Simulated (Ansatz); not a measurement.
**Cd2SnO4 (Pbam, No. 55, 14 atoms in the cell; start mp-5966)**

Method: HSE06 in Ansatz (PAW).

Run with plane-wave cutoff 500 eV, 4×2×6 k mesh (along the axes of the cell as run), gaussian smearing 0.02 eV, scalar-relativistic PAW data made under PBE.

Cell (relaxed with PBEsol):

```yaml
crystal:
  lattice:
    - [5.57131, 0.00000, 0.00000]
    - [0.00000, 9.92932, 0.00000]
    - [0.00000, 0.00000, 3.19913]
  atoms:
    - { symbol: Cd, position: [0.06043, 0.32359, 0.50000] }
    - { symbol: Cd, position: [0.93957, 0.67641, 0.50000] }
    - { symbol: Cd, position: [0.56043, 0.17641, 0.50000] }
    - { symbol: Cd, position: [0.43957, 0.82359, 0.50000] }
    - { symbol: Sn, position: [0.00000, 0.00000, 0.00000] }
    - { symbol: Sn, position: [0.50000, 0.50000, 0.00000] }
    - { symbol: O, position: [0.13482, 0.80675, 0.00000] }
    - { symbol: O, position: [0.86518, 0.19325, 0.00000] }
    - { symbol: O, position: [0.63482, 0.69325, 0.00000] }
    - { symbol: O, position: [0.36518, 0.30675, 0.00000] }
    - { symbol: O, position: [0.26296, 0.53909, 0.50000] }
    - { symbol: O, position: [0.73704, 0.46091, 0.50000] }
    - { symbol: O, position: [0.76296, 0.96091, 0.50000] }
    - { symbol: O, position: [0.23704, 0.03909, 0.50000] }
```

```
Item                            Value
--------  ---------------------------
band gap  2.03 eV (on the SCF k mesh)
```

Note: cell and atoms aren't relaxed at this level (pressure -0.4 GPa).

Spin–orbit coupling is not included.

The computed numbers hold no vibrational or temperature effects.

It cost roughly 12 core-minutes of CPU time.

A start named mp-… is a Materials Project structure, which need not be a measured phase.

Ansatz is a quantum-chemistry and plane-wave program.
